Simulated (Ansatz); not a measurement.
**Hypothetical rock salt SnC, response to strain**

The parent structure is SnC in the rock salt structure (space group Fm-3m, No. 225; a = 4.801 Å; a hypothetical phase, not in the database extracts checked; relaxed with 0.1 eV smearing). Axes: x, y, z lie along the cube axes.

Strains are applied to the cell and any free atomic positions relax; under biaxial strain the out-of-plane vector relaxes too.

The values are results of PBE (Ansatz, an electronic-structure program, PAW, spin-orbit coupling left out), not measurements.

Notes on the quantities. energy relative to the base: free energy F; pressure: mean of the normal stresses, compression positive.

| variant | energy relative to the base | space group | volume per atom | pressure |
|---|---|---|---|---|
| base | 0 meV/atom | Fm-3m (No. 225) | 13.84 Å³ | 0.0 GPa |
| biaxial strain −1.33 %, plane normal [001], relaxed out of plane | +4.2 meV/atom | I4/mmm (No. 139) | 13.60 Å³ | 2.5 GPa |
| biaxial strain −0.32 %, plane normal [110], relaxed out of plane | +0.3 meV/atom | Immm (No. 71) | 13.77 Å³ | 0.7 GPa |
| biaxial strain +2.97 %, plane normal [111], relaxed out of plane | +22 meV/atom | R-3m (No. 166) | 14.50 Å³ | -5.3 GPa |
| isotropic strain −1.46 % | +11 meV/atom | Fm-3m (No. 225) | 13.24 Å³ | 6.4 GPa |
| isotropic strain +0.55 % | ? | Fm-3m (No. 225) | 14.07 Å³ | ? |
| isotropic strain +2.82 % | +36 meV/atom | Fm-3m (No. 225) | 15.04 Å³ | -8.9 GPa |
| isotropic strain +5.24 % | +114 meV/atom | Fm-3m (No. 225) | 16.13 Å³ | -13.6 GPa |
| isotropic strain +5.66 % | +130 meV/atom | Fm-3m (No. 225) | 16.32 Å³ | -14.2 GPa |
| uniaxial strain ε_xx = +1.10 % | +1.2 meV/atom | I4/mmm (No. 139) | 13.99 Å³ | -1.4 GPa |

**Question.** Some entries are withheld; estimate them.

**Answer.** 
- isotropic strain +0.55 %, energy relative to the base: +1.5 meV/atom
- isotropic strain +0.55 %, pressure: -2.1 GPa

No phonon test of stability was made. All final runs are without spin polarisation.
